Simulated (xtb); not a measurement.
xtb 6.7.1, GFN1-xTB: CN(C)[SiH2][SiH2][Si](Cl)(Cl)Cl, 19 atoms. The geometry is a generated start, not checked to be a minimum at this level.

```yaml
method: GFN1-xTB
"--acc": 1 (default)
"--etemp (K)": 300 (default)
detailed input (--input): "none: ANC optimiser, Lindh (1995) Hessian, microcycle=20, maxdispl=1.0, hlow=0.01 (default)"
basis_functions: 92
valence_electrons: 56
```

```xyz
19

Si     3.0156    -0.1267     0.8114
Cl     2.1689     0.9245     2.3368
Cl     3.7527     1.2623    -0.4926
Cl     4.6489    -1.0483     1.5986
Si     1.4563    -1.4904    -0.2504
Si    -0.1889    -0.2820    -1.3652
N     -1.2371     0.4010    -0.1826
C     -1.8943     1.6717    -0.3535
C     -1.9101    -0.4214     0.7912
H      2.1983    -2.3435    -1.1915
H      0.9841    -2.4457     0.7684
H      0.3498     0.8857    -2.0714
H     -0.8746    -1.1074    -2.3854
H     -1.3402     2.2867    -1.0534
H     -2.9153     1.5510    -0.7252
H     -1.9453     2.1942     0.6040
H     -1.3914    -1.3691     0.9107
H     -1.9345     0.0872     1.7580
H     -2.9431    -0.6297     0.4920
```

The structure is relaxed from this start with --opt LEVEL for the levels crude, sloppy, loose, lax, normal, tight, vtight, extreme, once each. Up to the end of the extreme run atoms move by at most 1.8 Å along an axis.

Question: Which level is enough to come within 5 meV of the tightest end point?

Answer: normal: 50 cycles against 87, ending 2.3 meV above.

```
level    cycles  energy above the extreme run (meV)  gradient norm (eV/Å)
-------  ------  ----------------------------------  --------------------
crude         4                                  63                  0.20
sloppy        9                                  48                  0.26
loose        11                                  45                  0.16
lax          13                                  44                 0.090
normal       50                                 2.3                 0.049
tight        64                               0.071                0.0098
vtight       68                               0.045                0.0075
extreme      87                                   —               0.00081
```
